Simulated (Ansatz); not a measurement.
Start from PtSe$_{2}$ in the CdI2 type structure (space group P-3m1, No. 164; a = 3.772 Å, c = 4.818 Å; layered).

All numbers come from PBE-D3(BJ) in Ansatz (plane waves to 420 eV, PAW, without spin-orbit coupling).

Before the change:

The shortest interatomic distance is 252.6 pm and the In-plane lattice parameter a is 377.2 pm.

Modification: a free-standing slab of 3 layers (9 atoms, 3 a layer) is cut normal to the stacking axis, with 15 Å of vacuum and the in-plane cell relaxed.

Task: How does this affect the shortest interatomic distance?

Result: The shortest interatomic distance falls by 1.1 pm to 251.5 pm.

Task: What happens to the excess energy per area of both faces?

Result: The excess energy per area of both faces (slab less bulk energy over the cell's area: twice a surface energy) comes out as 0.7 J/m² (uncertain by up to 0.1 J/m²).

Task: How does this affect the thickness between the outermost nuclei?

Result: The thickness between the outermost nuclei is 12.40 Å.

Task: How does this affect the in-plane lattice parameter a?

Result: The in-plane lattice parameter a falls by 2.47 pm to 374.8 pm.

Slab and bulk use different k-meshes, which limits the precision of the excess energy. Whether these cells are dynamically stable was not tested. The final runs are not spin-polarised.

Ansatz is a quantum-chemistry and plane-wave program.
